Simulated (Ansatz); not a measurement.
Base system: HfC in the rock salt structure (space group Fm-3m, No. 225; relaxed with 0.1 eV smearing).

```
HfC
1.0
    0.00000     2.30353     2.30353
    2.30353     0.00000     2.30353
    2.30353     2.30353     0.00000
Hf C
1 1
Direct
  0.00000   0.00000   0.00000
  0.50000   0.50000   0.50000
```

Cartesian axes are those of the cell as printed.

All numbers come from PBEsol in Ansatz (plane waves to 420 eV, PAW, scalar-relativistic without spin-orbit coupling).

Strains are applied to the cell and any free atomic positions relax; under biaxial strain the out-of-plane vector relaxes too.

One change was made to it. Results:

The energy grows by 37 meV/atom; the pressure (mean of the normal stresses, compression positive) goes from zero to -10.2 GPa.

Name the change that was made.
A) biaxial strain +1.50 %, plane normal [001], relaxed out of plane
B) biaxial strain +3.00 %, plane normal [001], relaxed out of plane
C) biaxial strain +2.00 %, plane normal [001], relaxed out of plane
D) biaxial strain −2.00 %, plane normal [001], relaxed out of plane
E) biaxial strain +2.50 %, plane normal [001], relaxed out of plane

B, biaxial strain +3.00 %, plane normal [001], relaxed out of plane. For comparison, the energy relative to the base in the other runs: biaxial strain +1.50 %, plane normal [001], relaxed out of plane gives +9.8 meV/atom; biaxial strain −2.00 %, plane normal [001], relaxed out of plane gives +20 meV/atom; biaxial strain +2.00 %, plane normal [001], relaxed out of plane gives +17 meV/atom; biaxial strain +2.50 %, plane normal [001], relaxed out of plane gives +26 meV/atom.

Whether these cells are dynamically stable was not tested. The final runs are not spin-polarised.

Ansatz is a first-principles code.
